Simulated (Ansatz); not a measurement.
Where the default PAW files enter, the runs use the earlier of Ansatz's two default sets.

The decay constant κ of evanescent states in the gap governs leakage through a thin film.

Data:

```yaml
crystal:
  lattice:
    - [5.28888, 0.00000, 0.00000]
    - [0.00000, 5.28888, 0.00000]
    - [0.00000, 0.00000, 5.28888]
  atoms:
    - { symbol: Fe, position: [0.00000, 0.50000, 0.50000] }
    - { symbol: Fe, position: [0.50000, 0.50000, 0.00000] }
    - { symbol: Fe, position: [0.50000, 0.00000, 0.50000] }
    - { symbol: Fe, position: [0.00000, 0.00000, 0.00000] }
    - { symbol: S, position: [0.61462, 0.88538, 0.88538] }
    - { symbol: S, position: [0.38538, 0.11462, 0.11462] }
    - { symbol: S, position: [0.88538, 0.11462, 0.38538] }
    - { symbol: S, position: [0.11462, 0.88538, 0.61462] }
    - { symbol: S, position: [0.11462, 0.61462, 0.11462] }
    - { symbol: S, position: [0.88538, 0.38538, 0.88538] }
    - { symbol: S, position: [0.38538, 0.38538, 0.61462] }
    - { symbol: S, position: [0.61462, 0.61462, 0.38538] }
```

Space group of this cell: Pa-3. The cell is strained (all lengths scaled by 0.98); by PBEsol its mean pressure is 4.4 GPa.

Transport runs along the normal of the first two printed cell vectors, the (001) plane of the conventional cell.

No gap correction and no spin-orbit coupling; mid-gap values are interpolated between computed energies.

### Question
State the band gap and the smallest decay constant κ at mid-gap according to PBEsol in Ansatz (a program for electronic structure).

### Answer
Gap 0.60 eV on a 6×6×6 mesh; κ = 0.161 1/Å, at the zone centre.
